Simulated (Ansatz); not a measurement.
All values below come from PBE (plane waves to 420 eV, PAW; Ansatz, a quantum-chemistry and plane-wave program).

Plane-averaged electrostatic potential energy along the normal, in eV from the Fermi level, for OH on the 1x1 (111) surface of fcc Cu, one in a 2x2 cell, started at the site 'hollow Cu-Cu-Cu over Cu at depth 4.1 Å':

(z (Å), V (eV)): (5.38, 4.79); (5.67, 4.79); (5.95, 4.79); (6.23, 4.78); (6.52, 4.78); (6.80, 4.76); (7.08, 4.73); (7.37, 4.67); (7.65, 4.54); (7.93, 4.28); (8.22, 3.72); (8.50, 2.57); (8.78, -0.12); (9.07, -6.99); (9.35, -14.28); (9.63, -17.05); (9.92, -14.62); (10.20, -7.66); (10.48, -1.19); (10.77, -0.26); (11.05, -4.89); (11.33, -12.59); (11.62, -16.91); (11.90, -16.09); (12.18, -10.27); (12.47, -2.74); (12.75, 0.06); (13.03, -2.56); (13.32, -9.95); (13.60, -15.90); (13.88, -16.91); (14.17, -12.78); (14.45, -5.16); (14.73, -0.37); (15.02, -1.25); (15.30, -7.48); (15.58, -14.46); (15.87, -17.10); (16.15, -14.59); (16.43, -7.67); (16.72, -1.51); (17.00, 0.12); (17.28, 0.66); (17.57, 1.63); (17.85, 2.79); (18.13, 2.57); (18.42, 2.57); (18.70, 3.05); (18.98, 3.18); (19.27, 3.23); (19.55, 3.25); (19.83, 3.26); (20.12, 3.26); (20.40, 3.27); (20.68, 3.27); (20.97, 3.27); (21.25, 3.27); (21.53, 3.27); (21.82, 3.27); (22.10, 3.27); (22.38, 3.27); (22.67, 3.27)

Model: 18-atom slab, 6.2 Å thick at the start under the adsorbate (thin: gaps and levels are the slab's own), 6x6x1 mesh, Fermi-Dirac 0.1 eV, dipole correction, 8 atoms held, the rest relaxed; no symmetry held; spin-polarised, no spin-orbit, no U, no dispersion correction. The starting moment vanished. At the end it is bonded to 3 Cu. In PBE it is, or lies within 0.03 eV of, the lowest of the starts that converged.

Q: The surface cell has an area of 22.82 Å². What dipole along the normal does the step between the two vacuum levels imply?

A: the top vacuum level lies 1.52 eV below the bottom one; p = −ε₀ A ΔV (ε₀ = 0.005526 e/(V·Å)) gives 0.19 e·Å a cell.
